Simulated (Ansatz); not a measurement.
Adsorption energy and surface dipole of O on the 1x1 (0001) surface of hcp Ti, one in a 2x1 cell, started at the site 'bridge Ti-Ti (span 2.9 Å)', worked from the runs' numbers; total energies count from the potentials' own zero.

Calculation: PBE (plane waves to 420 eV, PAW; Ansatz, a first-principles code).

Slab: 9 atoms, 6.8 Å thick at the start under the adsorbate (thin: gaps and levels are the slab's own); k 6x12x1, smearing 0.1 eV, dipole-corrected; 4 atoms held, the rest relaxed; held to the start's symmetry, so lower structures may exist; no spin, no spin-orbit, no U, no dispersion correction. At the end it is bonded to 3 Ti. In PBE it is, or lies within 0.03 eV of, the lowest of the starts that converged.

| quantity | value |
|---|---|
| slab with the adsorbate | -20564.348 eV |
| clean slab, same cell and mesh | -19993.663 eV |
| reference, ½ O2(g) | -564.968 eV |
| area of the cell | 14.96 Å² |
| change of the step from the bottom to the top vacuum level | 0.104 eV |

Question: What is the adsorption energy against this reference?

Answer: E(slab + adsorbate) − E(slab) − E(reference) = -5.72 eV, so in this state the adsorbate is more stable than in the reference, at a coverage of 6.69 a nm².

Question: What dipole does adsorption add to the slab along the outward normal (Helmholtz relation, ε₀ = 0.005526 e/(V·Å))?

Answer: p = −ε₀·A·ΔV = -0.009 e·Å = -0.04 D; its negative end points to the vacuum, which raises the vacuum level.
